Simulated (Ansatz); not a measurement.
Consider BAs in the zinc blende structure (space group F-43m, No. 216; a = 4.768 Å). Axes: x, y, z lie along the cube axes.

Structures relaxed with PBEsol, PAW, 420 eV (Ansatz, a program for electronic structure; without spin-orbit coupling).

Base:

Simulated powder pattern, Cu Kα1, λ = 1.54056 Å (kinematic, ideal powder, no thermal factors, no anomalous dispersion; the 8 strongest lines at most, above 2 %, up to 2θ = 90°):

```json
[
 {"2θ (°)": "32.50", "I/Imax (%)": "100", "hkl": "(111)"},
 {"2θ (°)": "37.70", "I/Imax (%)": "40", "hkl": "(200)"},
 {"2θ (°)": "54.38", "I/Imax (%)": "40", "hkl": "(220)"},
 {"2θ (°)": "64.80", "I/Imax (%)": "40", "hkl": "(311)"},
 {"2θ (°)": "68.06", "I/Imax (%)": "9.5", "hkl": "(222)"},
 {"2θ (°)": "80.51", "I/Imax (%)": "6.3", "hkl": "(400)"},
 {"2θ (°)": "89.53", "I/Imax (%)": "17", "hkl": "(331)"}
]
```

After one change:

Simulated powder pattern, Cu Kα1, λ = 1.54056 Å (kinematic, ideal powder, no thermal factors, no anomalous dispersion; the 8 strongest lines at most, above 2 %, up to 2θ = 90°):

| 2θ (°) | I/Imax (%) |
|---|---|
| 32.76 | 100 |
| 37.40 | 14 |
| 38.30 | 26 |
| 54.61 | 27 |
| 55.28 | 13 |
| 64.55 | 14 |
| 65.76 | 26 |
| 68.66 | 9.5 |

Q: Name the change that was made.
A. biaxial strain −1.50 %, plane normal [001], relaxed out of plane
B. biaxial strain −0.50 %, plane normal [001], relaxed out of plane
C. biaxial strain +3.00 %, plane normal [001], relaxed out of plane
D. biaxial strain −3.00 %, plane normal [001], relaxed out of plane

A: A, biaxial strain −1.50 %, plane normal [001], relaxed out of plane. Its volume per atom is 13.25 Å³ against 13.55 Å³, and its space group is I-4m2 (No. 119).

Whether these cells are dynamically stable was not tested.
